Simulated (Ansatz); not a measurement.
Consider W (space group Pm-3n, No. 223; a = 5.033 Å).

The values are results of PBEsol/PAW in Ansatz (a first-principles code), scalar-relativistic without spin-orbit coupling, earlier PAW set, not measurements.

For the base:

* **Volume per atom**: 15.94 Å³
* **Band gap**: zero

Perturbation: full substitution W → H, then cell and atoms are relaxed.

Q: Predict the new volume per atom.

A: The volume per atom falls by 13.01 Å³, from 15.94 Å³ to 2.93 Å³.

Q: What happens to the band gap?

A: The band gap is still zero.

Whether these cells are dynamically stable was not tested. As relaxed here, H is a hypothetical phase, not in the database extracts checked. The final runs are not spin-polarised. This is not the structure that W has at room temperature and ambient pressure.
